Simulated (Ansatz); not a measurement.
The parent structure is Os in the hcp (Mg type) structure (space group P6_3/mmc, No. 194; a = 2.729 Å, c = 4.306 Å).

Structures relaxed with PBEsol in Ansatz (plane waves to 420 eV, PAW, no spin-orbit coupling).

Base:

Simulated powder pattern, Co Kα, λ = 1.79026 Å (kinematic, ideal powder, no thermal factors, no anomalous dispersion; the 10 strongest lines at most, above 2 %, up to 2θ = 90°):

```
2θ (°)  I/Imax (%)    hkl
------  ----------  -----
44.51           25  (100)
49.13           25  (002)
51.19          100  (101)
68.44           15  (102)
81.98           19  (110)
```

Modification: hydrostatic tension (pressure −1 GPa).

Problem. How do the reflections move or split?

Solution. 
Simulated powder pattern, Co Kα, λ = 1.79026 Å (kinematic, ideal powder, no thermal factors, no anomalous dispersion; the 10 strongest lines at most, above 2 %, up to 2θ = 90°):

```tsv
2θ (°)	I/Imax (%)	hkl
44.47	25	(100)
49.09	25	(002)
51.14	100	(101)
68.38	15	(102)
81.90	19	(110)
```

The indices refer to the base's conventional cell; one index is shown for lines that coincide.

Load acts through the strain it causes; cell and atoms are relaxed under it. Whether these cells are dynamically stable was not tested. The final runs are not spin-polarised.

Ansatz is an electronic-structure program.
